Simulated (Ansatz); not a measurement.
Base system: InP in the zinc blende structure (space group F-43m, No. 216; a = 5.960 Å).

Calculations: PBE in Ansatz (plane waves to 420 eV, PAW, scalar-relativistic without spin-orbit coupling), earlier PAW set.

Carriers are added at fixed cell with a uniform background; the Fermi–Dirac width is that of 300 K.

One change was made to it. Results:

The gap between the host's bands grows by 0.02 eV, from 0.44 eV to 0.46 eV; the Fermi level relative to the doped band's edge (positive inside the band; to 0.05 eV) is +0.20 eV; the gap character is still direct at Γ.

Q: What was done to the base?
(A) holes 1.0×10^22 cm⁻³
(B) holes 1.0×10^21 cm⁻³
(C) electrons 1.0×10^21 cm⁻³

A: B, holes 1.0×10^21 cm⁻³. For comparison, the Fermi level from band edge in the other runs: holes 1.0×10^22 cm⁻³ gives +0.80 eV; electrons 1.0×10^21 cm⁻³ gives +1.15 eV.

Carriers are added with a uniform compensating background; total energy and stress of such cells depend on the potential's zero and are not compared; many-body gap narrowing is missing at this level. Stability against distortions was not tested.

Ansatz is a quantum-chemistry and plane-wave program.
